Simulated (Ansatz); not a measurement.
The starting structures come from a database of crystals and need not be the phases stable at ambient conditions.

Inside the gap of an insulator the Bloch states are evanescent, with a wavenumber k + iκ along the transport direction.

Given:

```yaml
crystal:
  lattice:
    - [6.04943, 0.00000, 0.00000]
    - [-3.02472, 5.23896, 0.00000]
    - [0.00000, 0.00000, 7.69933]
  atoms:
    - { symbol: Ba, position: [0.00000, 0.00000, 0.00000] }
    - { symbol: Ba, position: [0.66667, 0.33333, 0.29982] }
    - { symbol: Ba, position: [0.33333, 0.66667, 0.70018] }
    - { symbol: Sr, position: [0.00000, 0.00000, 0.50000] }
    - { symbol: Nb, position: [0.66667, 0.33333, 0.83160] }
    - { symbol: Nb, position: [0.33333, 0.66667, 0.16840] }
    - { symbol: O, position: [0.82285, 0.17715, 0.69931] }
    - { symbol: O, position: [0.17715, 0.82285, 0.30069] }
    - { symbol: O, position: [0.82285, 0.64570, 0.69931] }
    - { symbol: O, position: [0.17715, 0.35430, 0.30069] }
    - { symbol: O, position: [0.35430, 0.17715, 0.69931] }
    - { symbol: O, position: [0.64570, 0.82285, 0.30069] }
    - { symbol: O, position: [0.00000, 0.50000, 0.00000] }
    - { symbol: O, position: [0.50000, 0.50000, 0.00000] }
    - { symbol: O, position: [0.50000, 0.00000, 0.00000] }
```

The cell is taken as given; by r2SCAN it stands under a pressure of -5.7 GPa.

Transport runs along the normal of the first two printed cell vectors, the (001) plane of the conventional cell.

The gap is the functional's own, uncorrected, and κ follows it; spin-orbit coupling is left out. Mid-gap means the computed energy nearest the middle.

Task: Predict the band gap and the smallest decay constant κ at mid-gap from r2SCAN (Ansatz, a quantum-chemistry and plane-wave program).

Result: Gap 3.25 eV on a 6×6×4 mesh; κ = 0.361 1/Å, at the zone centre.
